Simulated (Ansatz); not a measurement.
# AlP (model structure, started from the BeO type, P4₂/mnm, No. 136, 8 atoms in the cell)

Computed with LDA (plane waves, PAW; Ansatz, a quantum-chemistry and plane-wave program).

Run with plane-wave cutoff 520 eV, 6×6×10 k mesh (along the axes of the cell as run), Fermi–Dirac smearing 0.01 eV, scalar-relativistic PAW data made under PBE.

Cell (relaxed at this level):

```yaml
crystal:
  lattice:
    - [6.59156, 0.00000, 0.00000]
    - [0.00000, 6.59156, 0.00000]
    - [0.00000, 0.00000, 3.86690]
  atoms:
    - { symbol: Al, position: [0.32753, 0.67247, 0.00000] }
    - { symbol: Al, position: [0.67247, 0.32753, 0.00000] }
    - { symbol: Al, position: [0.82753, 0.82753, 0.50000] }
    - { symbol: Al, position: [0.17247, 0.17247, 0.50000] }
    - { symbol: P, position: [0.31315, 0.31315, 0.00000] }
    - { symbol: P, position: [0.68685, 0.68685, 0.00000] }
    - { symbol: P, position: [0.18685, 0.81315, 0.50000] }
    - { symbol: P, position: [0.81315, 0.18685, 0.50000] }
```

```
Item                                Value
------------  ---------------------------
band gap      1.68 eV (on the SCF k mesh)
bulk modulus                     81.1 GPa
```

Note: the bulk modulus is −V dP/dV from two relaxed cells at ±2 % in volume; the relaxation could raise the start's symmetry but not lower it, so the cell can be a saddle point.

A model structure was made by putting elements into a prototype or built by hand; it is no filed structure, need not be a known phase, and can be a saddle point held by its symmetry.
